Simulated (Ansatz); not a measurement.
Seebeck coefficient (μV/K, mean over directions) of p-type Sr2SnO4 (I4/mmm) against carrier density, Ansatz (a quantum-chemistry and plane-wave program) with PBEsol, rigid bands. Computed gap 2.86 eV; densities at which minority carriers matter at this gap, or further valleys turn the trend, are left out. Conductivity mass 1.55 mₑ (harmonic mean over directions), N_v = 1.4e20 cm⁻³ at 300 K.

```json
[
 {"hole density": "1e16 cm⁻³", "300 K": "1033", "500 K": "1097"},
 {"hole density": "1e17 cm⁻³", "300 K": "834", "500 K": "898"},
 {"hole density": "1e18 cm⁻³", "300 K": "636", "500 K": "700"},
 {"hole density": "3e18 cm⁻³", "300 K": "___", "500 K": "605"},
 {"hole density": "1e19 cm⁻³", "300 K": "438", "500 K": "502"},
 {"hole density": "3e19 cm⁻³", "300 K": "345", "500 K": "408"},
 {"hole density": "1e20 cm⁻³", "300 K": "245", "500 K": "___"},
 {"hole density": "3e20 cm⁻³", "300 K": "160", "500 K": "___"},
 {"hole density": "1e21 cm⁻³", "300 K": "84", "500 K": "125"}
]
```

**Question.** Complete the blanks.

**Answer.** 
- 3e18 cm⁻³, 300 K: 541
- 1e20 cm⁻³, 500 K: 306
- 3e20 cm⁻³, 500 K: 216

Rigid bands with a gap fixed in temperature, one relaxation time for all states, no polarons or phonon drag, and whether or not such doping can be reached. Spin-orbit coupling is left out; where it splits the top of the valence band, N_v and the p-type Seebeck coefficient come out somewhat high without it.

Formula and space group known from diffraction (Crystallography Open Database), not checked to be the room-temperature form: Sr2SnO4 (I4/mmm).
